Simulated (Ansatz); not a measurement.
L1₂ (Cu3Au-type) Ni3Al was calculated with BLYP (Ansatz, a program for electronic structure, plane waves, PAW).

Settings: plane-wave cutoff 520 eV, 16×16×16 k mesh, Fermi–Dirac smearing 0.05 eV, spin-polarised with parallel moments, scalar-relativistic PAW data made under PBE.

The volume scan:

```csv
V (Å³/atom),E − E_lowest (meV/atom),P (GPa)
11.094,23.75,11.40
11.330,10.14,7.16
11.566,2.44,3.37
11.802,0.00,0.00
12.038,2.26,-3.01
12.274,8.71,-5.69
12.510,18.88,-8.08
```

Estimate the bulk modulus from the pressures at 11.566 and 12.038 Å³/atom, and compare it with a fit to all energies.

B = −V dP/dV. Between V = 11.566 and 12.038 Å³/atom, dP/dV = (-3.01 − (3.37))/(12.038 − 11.566) = -13.5 GPa per Å³/atom; at the midpoint 11.802 Å³/atom this gives B ≈ 160 GPa. The third-order Birch–Murnaghan fit gives V0 = 11.802 Å³/atom, B0 = 159 GPa, B′ = 4.7, which lies within 1 % of that estimate.

Measured, for comparison: bulk modulus 174 GPa (temperature not stated, no zero-point or thermal correction; as tabulated in Zarkevich et al. (2023), arXiv:2304.06869); equilibrium volume per atom 11.39 Å³/atom (temperature not stated, no zero-point or thermal correction; as tabulated in Tensorial elastic properties and stability of interface states associated with …). Computed (rounded) less measured: bulk modulus -9 %, equilibrium volume per atom +3.6 %.

Static lattice: no zero-point or thermal effects.

Cost on a shared machine: roughly 8 core-minutes.
